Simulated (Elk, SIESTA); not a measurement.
A SIESTA input for a self-consistent single point of LaAu (Cmcm, 4 atoms in the cell) (DFT, GGA PBEsol, numerical atomic orbitals TZP, PseudoDojo PBEsol standard norm-conserving potentials (rewritten from UPF to PSML)):

```
# files in the folder: La.psml Au.psml (PseudoDojo PBEsol standard)
SystemName  LaAu
SystemLabel laau

NumberOfAtoms                4
NumberOfSpecies              2
%block ChemicalSpeciesLabel
  1 57 La
  2 79 Au
%endblock ChemicalSpeciesLabel
LatticeConstant              1.0 Bohr
%block LatticeVectors
     3.653080594  -10.577352699    0.000000000
     3.653080594   10.577352699    0.000000000
     0.000000000    0.000000000    8.770424925
%endblock LatticeVectors
AtomicCoordinatesFormat      Ang
%block AtomicCoordinatesAndAtomicSpecies
     1.933127000   -4.085800728    3.480831750  1
     1.933127000    4.085800728    1.160277250  1
     1.933127000   -0.973929156    3.480831750  2
     1.933127000    0.973929156    1.160277250  2
%endblock AtomicCoordinatesAndAtomicSpecies

XC.functional                GGA
XC.authors                   PBEsol
PAO.BasisSize                TZP
PAO.EnergyShift              0.005 Ry
MeshCutoff                   400 Ry
%block kgrid.MonkhorstPack
    6   0   0  0.0
    0   6   0  0.0
    0   0   5  0.0
%endblock kgrid.MonkhorstPack
OccupationFunction           FD
ElectronicTemperature        100.0 meV

MaxSCFIterations             150
SCF.Mixer.Method             Pulay
SCF.Mixer.Weight             0.2
SCF.Mixer.History            8
SCF.DM.Tolerance             1.0E-04
Diag.ParallelOverK           true
WriteForces                  true
```

Problem. Translate this input to Elk.

Solution. This is the input that was run; spellings and numerical settings could be chosen otherwise.

```
tasks
  0

xctype
  22

rgkmax
  8.0

gmaxvr
  14.0

nxlo
  2

lorbcnd
  .true.

rmtscf
  0.98

lmaxi
  3

stype
  3

swidth
  0.00367493

avec
    3.6530805941  -10.5773526990    0.0000000000
    3.6530805941   10.5773526990    0.0000000000
    0.0000000000    0.0000000000    8.7704249245

atoms
  2   : nspecies
  'La.in'   : spfname
  2   : natoms; atposl, bfcmt below
  0.8649800000  0.1350200000  0.7500000000    0.0 0.0 0.0
  0.1350200000  0.8649800000  0.2500000000    0.0 0.0 0.0
  'Au.in'   : spfname
  2   : natoms; atposl, bfcmt below
  0.5870000000  0.4130000000  0.7500000000    0.0 0.0 0.0
  0.4130000000  0.5870000000  0.2500000000    0.0 0.0 0.0

ngridk
  6 6 5
```

Basis settings and potentials, where a program has them, do not carry over. This input uses DFT, PBEsol, all-electron FP-LAPW, Elk's shipped species files, APW+lo basis with extra local orbitals.

The starting cell comes from a database of computed structures (which also holds hypothetical and non-ambient phases and stackings), without a prior relaxation at this level. Its lattice was rescaled by a random factor within 2.5 % of one. For this run, on top of that: lattice scaled by 0.98.
